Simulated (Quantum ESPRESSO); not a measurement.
A self-consistent single point of MgAl (P-6m2, 2 atoms in the cell) with Quantum ESPRESSO.

Method: LDA (PW92), PseudoDojo standard norm-conserving (LDA) pseudopotentials (plane waves; Quantum ESPRESSO 7.5).

The change in words: lattice scaled by 0.98. Reference geometry:
```
CELL_PARAMETERS angstrom
      2.99384     0.00000     0.00000
     -1.49692     2.59274     0.00000
      0.00000     0.00000     4.85148
ATOMIC_POSITIONS crystal
  Mg 0.00000 0.00000 0.50000
  Al 0.33333 0.66667 0.00000
```

Reference input (self-consistent single point, DFT, LDA (PW92), plane waves, PseudoDojo standard norm-conserving (LDA) pseudopotentials): ecutwfc = 85 Ry; occupations = smearing; smearing = gaussian; degauss = 0.0073499 Ry; potentials = {Mg: Mg.upf, Al: Al.upf}; K_POINTS = automatic 10 10 6 0 0 0; conv_thr = 1e-09 Ry; mixing_beta = 0.7. This run's input differs from it in these lines:

```diff
@@ -10,4 +10,4 @@
  ibrav = 4
- celldm(1) = 5.6575371210
- celldm(3) = 1.620487555444
+ celldm(1) = 5.5443859933
+ celldm(3) = 1.620487531741
  nat = 2
@@ -27,4 +27,4 @@
 ATOMIC_POSITIONS {angstrom}
-Mg    0.0000000000    0.0000000000    2.4257400000
-Al    0.0000000000    1.7284941650    0.0000000000
+Mg    0.0000000000    0.0000000000    2.3772250000
+Al    0.0000000000    1.6939241639    0.0000000000
 K_POINTS {automatic}
```

Output, abridged:

```
     Self-consistent Calculation

     iteration #  1     ecut=    85.00 Ry     beta= 0.70

     Threshold (ethr) on eigenvalues was too large:
     Diagonalizing with lowered threshold

     total energy              =    -123.27187691 Ry
     estimated scf accuracy    <       0.02183127 Ry

     iteration #  2     ecut=    85.00 Ry     beta= 0.70

     total energy              =    -123.27519438 Ry
     estimated scf accuracy    <       0.01328641 Ry

     iteration #  3     ecut=    85.00 Ry     beta= 0.70

     total energy              =    -123.27807356 Ry
     estimated scf accuracy    <       0.00045909 Ry

   [... 2 blocks of this kind left out ...]

     iteration #  6     ecut=    85.00 Ry     beta= 0.70

     total energy              =    -123.27813207 Ry
     estimated scf accuracy    <       0.00000001 Ry

     iteration #  7     ecut=    85.00 Ry     beta= 0.70
     End of self-consistent calculation

     the Fermi energy is     7.2784 ev

!    total energy              =    -123.27813207 Ry
     estimated scf accuracy    <          1.4E-10 Ry
     smearing contrib. (-TS)   =      -0.00028501 Ry
     internal energy E=F+TS    =    -123.27784706 Ry

     convergence has been achieved in   7 iterations

     Forces acting on atoms (cartesian axes, Ry/au):

     atom    1 type  1   force =     0.00000000   -0.00000000    0.00000000
     atom    2 type  2   force =     0.00000000   -0.00000000    0.00000000

     Total force =     0.000000     Total SCF correction =     0.000000

          total   stress  (Ry/bohr**3)                   (kbar)     P=       27.14
   0.00020812   0.00000000   0.00000000           30.61        0.00        0.00
   0.00000000   0.00020812   0.00000000            0.00       30.61        0.00
   0.00000000   0.00000000   0.00013716            0.00        0.00       20.18

   JOB DONE.
```

The run converged in 7 iterations. Against the reference run the free energy rises by 5.6 meV/atom and the pressure goes from -0.94 to 2.71 GPa.

The starting cell comes from a database of computed structures (which also holds hypothetical and non-ambient phases and stackings), without a prior relaxation at this level. For this run, on top of that: lattice scaled by 0.98.
